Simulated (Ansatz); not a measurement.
TlBr (Cmcm, No. 63, 4 atoms in the cell; start mp-568949; a measured phase of this formula has another space group), treated with HSE06 (Ansatz, a quantum-chemistry and plane-wave program, plane waves, PAW).

Numerical settings: plane-wave cutoff 500 eV, 6×6×4 k mesh (along the axes of the cell as run), gaussian smearing 0.02 eV, scalar-relativistic PAW data made under PBE.

Cell (relaxed at this level):

```cif
data_Br2Tl2
_chemical_formula_sum 'Tl2 Br2'
_space_group_name_H-M_alt 'P 1'
_space_group_IT_number 1
_cell_length_a 6.81963
_cell_length_b 6.81963
_cell_length_c 4.96925
_cell_angle_alpha 90.000
_cell_angle_beta 90.000
_cell_angle_gamma 141.370
loop_
_space_group_symop_operation_xyz
  'x, y, z'
loop_
_atom_site_label
_atom_site_type_symbol
_atom_site_fract_x
_atom_site_fract_y
_atom_site_fract_z
_atom_site_occupancy
Tl1 Tl 0.38171 0.61829 0.75000 1
Tl2 Tl 0.61829 0.38171 0.25000 1
Br1 Br 0.86174 0.13826 0.25000 1
Br2 Br 0.13826 0.86174 0.75000 1
```

Question: Estimate the band gap that the calculation returns.

Answer: 
- band gap = 3.16 eV (on the SCF k mesh)

Note: the relaxation could not lower the start's symmetry, so the cell can be a saddle point above a distorted one.

Spin–orbit coupling is not included; with these elements it can move the gap by several tenths of an eV or more.

Computed values are for the static lattice.

Computing time: around 50 core-minutes (rough).

A start named mp-… is a Materials Project structure, which need not be a measured phase.
